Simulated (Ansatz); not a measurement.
3 layers of alpha-tellurene, started at antiparallel, no shift (facing Te atop Te, which symmetry holds and which is mostly a maximum against sliding)

These are PBE+D3(BJ) (plane waves to 420 eV, PAW; Ansatz, a quantum-chemistry and plane-wave program) values and carry that method's errors. No spin–orbit coupling; with elements this heavy it can move edges by tenths of an eV. Its k-point mesh 9×9×1, Fermi–Dirac width 0.01 eV. A dipole correction is on.

gap between facing atomic planes: 3.65, 3.65 Å
step of the vacuum level across the stack (top less bottom): 0.00 eV
PBE gap over the mesh and listed points off it: 0.37 eV, indirect (lowest direct gap 0.54 eV)
valence and conduction edges under the vacuum level of the lower face: 4.74 and 4.37 eV

```
Te
1.0
    4.15842     0.00000     0.00000
   -2.07921     3.60130     0.00000
    0.00000     0.00000    35.23000
Te
9
Cartesian
  2.07921   1.20043   8.45262
  0.00000   0.00000  10.28134
  0.00000   2.40087  12.12548
  0.00000   2.40087  15.77296
  0.00000   0.00000  17.61522
  2.07921   1.20043  19.45746
  2.07921   1.20043  23.10492
  0.00000   0.00000  24.94904
  0.00000   2.40087  26.77778
```
